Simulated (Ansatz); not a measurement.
**Band gap of TaN (model structure, from the NbAs type, I4₁md, No. 109) at several levels of theory**

No measured value is used here.

```json
[
 {"level (code)": "LDA (Ansatz)", "value (eV)": "0.55", "cell (Å³/atom)": "10.43"},
 {"level (code)": "PBE (Ansatz)", "value (eV)": "0.57", "cell (Å³/atom)": "10.92"},
 {"level (code)": "PBEsol (Ansatz)", "value (eV)": "0.55", "cell (Å³/atom)": "10.63"},
 {"level (code)": "PBE-D3(BJ) (Ansatz)", "value (eV)": "(withheld)", "cell (Å³/atom)": "10.70"},
 {"level (code)": "r²SCAN (Ansatz)", "value (eV)": "0.75", "cell (Å³/atom)": "10.78"},
 {"level (code)": "r²SCAN+rVV10 (Ansatz)", "value (eV)": "0.75", "cell (Å³/atom)": "10.71"}
]
```

Task: What belongs in the gaps?

Result: 
- PBE-D3(BJ) (Ansatz, a program for electronic structure), value (eV): 0.59

Computed values are for a static lattice. Levels without +SOC have no spin–orbit coupling; where heavier elements are present it shifts gaps, mostly down, and can invert bands.  Each level is taken at its own relaxed cell. Cutoffs differ between the levels. Ansatz's density-functional and Hartree–Fock values are scalar-relativistic unless marked +SOC, with PAW data made under PBE.

A model structure was made by putting elements into a prototype or built by hand; it is no filed structure, need not be a known phase, and can be a saddle point held by its symmetry.
